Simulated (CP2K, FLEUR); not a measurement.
A FLEUR input for a self-consistent single point of GaN (F-43m, 2 atoms in the cell) (DFT, LDA (Perdew-Zunger), all-electron FLAPW (FLEUR), scalar-relativistic valence):

Input of the input generator:

```
GaN FLAPW
&input film=f /
-0.0000000000 2.3019500000 2.3019500000
2.3019500000 0.0000000000 2.3019500000
2.3019500000 2.3019500000 0.0000000000
1.8897261246
1.0 1.0 1.0

2
31 0.0000000000 0.0000000000 0.0000000000
7 0.7500000000 0.7500000000 0.7500000000

&comp jspins=1 /
&exco xctyp='pz' /
&kpt div1=6 div2=6 div3=6 gamma=t /
&end /
```

```xml
<?xml version="1.0" encoding="UTF-8" standalone="no"?>
<fleurInput fleurInputVersion="0.39">
   <comment>
      GaN FLAPW                                                                                           
   </comment>
   <calculationSetup>
      <cutoffs Kmax="4.7" Gmax="14.1" GmaxXC="14.1" numbands="0"/>
      <scfLoop itmax="100" minDistance="0.00001" maxIterBroyd="40" imix="Anderson" alpha="0.05" precondParam="0.0" spinf="2.0"/>
      <coreElectrons ctail="T" frcor="F" kcrel="0" coretail_lmax="0"/>
      <xcFunctional name="pz" relativisticCorrections="F"/>
      <magnetism jspins="1"/>
      <soc l_soc="F" theta="0.0" phi="0.0" spav="F"/>
      <expertModes spex="0" secvar="F"/>
      <geometryOptimization l_f="T" forcealpha="1.0" forcemix="BFGS" epsdisp="0.00001" epsforce="0.00001"/>
      <ldaU l_linMix="F" mixParam="0.05" spinf="1.0"/>
   </calculationSetup>
   <cell>
      <bzIntegration valenceElectrons="18.0" mode="hist" fermiSmearingEnergy="0.0001">
         <kPointListSelection listName="default-1"/>
         <!-- k-points included here -->
         <xi:include xmlns:xi="http://www.w3.org/2001/XInclude" href="kpts.xml"> </xi:include>
      </bzIntegration>
      <!-- symmetry operations included here -->
      <xi:include xmlns:xi="http://www.w3.org/2001/XInclude" href="sym.xml"> </xi:include>
      <bulkLattice scale="1.0">
         <bravaisMatrix>
            <row-1>    0.0000000000000000     4.3500550525229702     4.3500550525229702</row-1>
            <row-2>    4.3500550525229702     0.0000000000000000     4.3500550525229702</row-2>
            <row-3>    4.3500550525229702     4.3500550525229702     0.0000000000000000</row-3>
         </bravaisMatrix>
      </bulkLattice>
   </cell>
   <atomSpecies>
      <species name="Gallium (Ga)" element="Ga" atomicNumber="31">
         <mtSphere radius="2.25" gridPoints="777" logIncrement="0.016"/>
         <atomicCutoffs lmax="8" lnonsphr="6"/>
         <electronConfig flipSpins="F">
            <coreConfig>(1s1/2) (2s1/2) (2p1/2) (2p3/2) (3s1/2) (3p1/2) (3p3/2)</coreConfig>
            <valenceConfig>(4s1/2) (3d3/2) (3d5/2) (4p1/2) (4p3/2)</valenceConfig>
            <stateOccupation state="(4p1/2)" spinUp="0.1666666666667" spinDown="0.1666666666667"/>
            <stateOccupation state="(4p3/2)" spinUp="0.3333333333333" spinDown="0.3333333333333"/>
         </electronConfig>
         <energyParameters s="4" p="4" d="3" f="4"/>
         <lo type="HELO" l="2" n="4" eDeriv="0"/>
      </species>
      <species name="Nitrogen (N)" element="N" atomicNumber="7">
         <mtSphere radius="1.27" gridPoints="441" logIncrement="0.023"/>
         <atomicCutoffs lmax="6" lnonsphr="4"/>
         <electronConfig flipSpins="F">
            <coreConfig>(1s1/2)</coreConfig>
            <valenceConfig>(2s1/2) (2p1/2) (2p3/2)</valenceConfig>
            <stateOccupation state="(2p1/2)" spinUp="0.5" spinDown="0.5"/>
            <stateOccupation state="(2p3/2)" spinUp="1.0" spinDown="1.0"/>
         </electronConfig>
         <energyParameters s="2" p="2" d="3" f="4"/>
      </species>
   </atomSpecies>
   <atomGroups>
      <atomGroup species="Gallium (Ga)">
         <relPos label="                   1">.0000000000 .0000000000 .0000000000</relPos>
         <force calculate="T" relaxXYZ="TTT"/>
      </atomGroup>
      <atomGroup species="Nitrogen (N)">
         <relPos label="                   2">-1.000/4.000 -1.000/4.000 -1.000/4.000</relPos>
         <force calculate="T" relaxXYZ="TTT"/>
      </atomGroup>
   </atomGroups>
   <output dos="F" band="F" slice="F">
      <checks vchk="F" cdinf="F"/>
      <bandDOS minEnergy="-.5*Htr" maxEnergy="0.5*Htr" sigma="0.015" storeEVData="T"/>
      <vacuumDOS vacdos="F" integ="F" star="F" nstars="0" locx1="0.0" locy1="0.0" locx2="0.0" locy2="0.0" nstm="0" tworkf="0.0"/>
      <unfoldingBand unfoldBand="F" supercellX="1" supercellY="1" supercellZ="1"/>
      <plotting iplot="0" polar="F">
         <plot TwoD="T" vec1="  1.0  0.0  0.0" vec2="  0.0  1.0  0.0" vec3="  0.0  0.0  1.0" zero="  0.0  0.0  0.0" file="plot"/>
      </plotting>
      <chargeDensitySlicing numkpt="0" minEigenval="0.0" maxEigenval="0.0" nnne="0" pallst="F"/>
      <specialOutput eonly="F"/>
      <magneticCircularDichroism mcd="F" energyLo="-10.0" energyUp="0.0"/>
   </output>
  <!-- We include the file relax.xml here to enable relaxations (see documentation) -->
  <xi:include xmlns:xi="http://www.w3.org/2001/XInclude" href="relax.xml"> <xi:fallback/> </xi:include>
</fleurInput>
```

Q: Write the same calculation as an input for CP2K.

A: This is the input that was run; spellings and numerical settings could be chosen otherwise.

```
&GLOBAL
  PROJECT gan
  RUN_TYPE ENERGY_FORCE
  PRINT_LEVEL MEDIUM
&END GLOBAL
&FORCE_EVAL
  METHOD Quickstep
  STRESS_TENSOR ANALYTICAL
  &DFT
    BASIS_SET_FILE_NAME BASIS_MOLOPT
    POTENTIAL_FILE_NAME GTH_POTENTIALS
    &QS
      METHOD GPW
      EPS_DEFAULT 1E-11
    &END QS
    &MGRID
      CUTOFF 600
      REL_CUTOFF 50
      NGRIDS 5
    &END MGRID
    &SCF
      SCF_GUESS ATOMIC
      EPS_SCF 1E-6
      MAX_SCF 100
      ADDED_MOS 4
      &DIAGONALIZATION
        ALGORITHM STANDARD
      &END DIAGONALIZATION
      &MIXING
        METHOD BROYDEN_MIXING
        ALPHA 0.4
        NBUFFER 12
        BETA 1
      &END MIXING
    &END SCF
    &KPOINTS
      SCHEME MONKHORST-PACK 6 6 6
      GAMMA_CENTERED T
    &END KPOINTS
    &XC
      &XC_FUNCTIONAL PADE
      &END XC_FUNCTIONAL
    &END XC
    &PRINT
      &MO
        EIGENVALUES T
        OCCUPATION_NUMBERS T
        NDIGITS 8
        FILENAME mo
        &EACH
          QS_SCF 0
        &END EACH
        ADD_LAST NUMERIC
      &END MO
      &MULLIKEN ON
      &END MULLIKEN
    &END PRINT
  &END DFT
  &SUBSYS
    &CELL
      ABC 3.25544900 3.25544829 3.25544872
      ALPHA_BETA_GAMMA 60.00000631 60.00000728 60.00000292
      PERIODIC XYZ
    &END CELL
    &COORD
      Ga       0.00000000     0.00000000     0.00000000
      N        4.88317275     2.81930100     1.99354725
    &END COORD
    &KIND Ga
      BASIS_SET DZVP-MOLOPT-SR-GTH-q13
      POTENTIAL GTH-PADE-q13
    &END KIND
    &KIND N
      BASIS_SET DZVP-MOLOPT-SR-GTH-q5
      POTENTIAL GTH-PADE-q5
    &END KIND
  &END SUBSYS
  &PRINT
    &FORCES ON
    &END FORCES
    &STRESS_TENSOR ON
    &END STRESS_TENSOR
  &END PRINT
&END FORCE_EVAL
```

Basis settings and potentials, where a program has them, do not carry over. This input uses DFT LDA (Pade form), GPW, DZVP-MOLOPT-SR-GTH basis, GTH-PADE potentials (GTH_POTENTIALS). LDA parametrisations can differ slightly between programs. Both were run: gap on the mesh 1.290 eV in FLEUR and 1.266 in CP2K.

On FLEUR: the starting cell comes from a database of computed structures (which also holds hypothetical and non-ambient phases and stackings), without a prior relaxation at this level. Its lattice was rescaled by a random factor within 2.5 % of one. Values depend on the basis (sphere radii, cutoffs, local orbitals), which need not be converged.

On CP2K: the starting cell comes from a database of computed structures (which also holds hypothetical and non-ambient phases and stackings), without a prior relaxation at this level. Its lattice was rescaled by a random factor within 2.5 % of one. Values carry the incompleteness of an atom-centred basis. With a pressure of about -14 GPa the cell is away from its equilibrium volume at this level.
